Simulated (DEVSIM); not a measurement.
Structure: Si n-i-p diode, at 300 K.

Layer 1 from the left is Si, thickness (μm) 0.670, Nd (cm⁻³) 4e17, τn (s) 2.3e-7, τp (s) 2.3e-7. Layer 2 from the left is Si, thickness (μm) 0.650, Na (cm⁻³) 4.2e12, τn (s) 2.3e-7, τp (s) 2.3e-7. Layer 3 from the left is Si, thickness (μm) 0.490, Na (cm⁻³) 2.2e18, τn (s) 6.9e-9, τp (s) 2.3e-7.

Left contact: ohmic. Right contact: ohmic. Voltage is applied to the left contact. Recombination: SRH at mid-gap, radiative. Mobility is constant in doping.

Constants are typed, rounded textbook-type inputs, not results; the design itself was drawn at random and stands for no fabricated device. Values at 300 K.

Si: gap (eV) 1.124, affinity (eV) 4.05, permittivity 11.7, Nc (cm⁻³) 2.86e19, Nv (cm⁻³) 3.1e19, μn (cm²/Vs) 1417, μp (cm²/Vs) 470, B (cm³/s) 4.7e-15.

Simulated with DEVSIM: 1D drift-diffusion, Boltzmann statistics, complete ionisation; no tunnelling, impact ionisation, image-force lowering or self-heating.

### Question
What does the simulation give for the dark forward voltage at 1 A/cm², the dark forward voltage at 100 A/cm², the potential step across the device at zero bias?

### Answer
dark forward voltage at 1 A/cm² 0.643 V; dark forward voltage at 100 A/cm² 0.765 V; potential step across the device at zero bias 0.945 V.
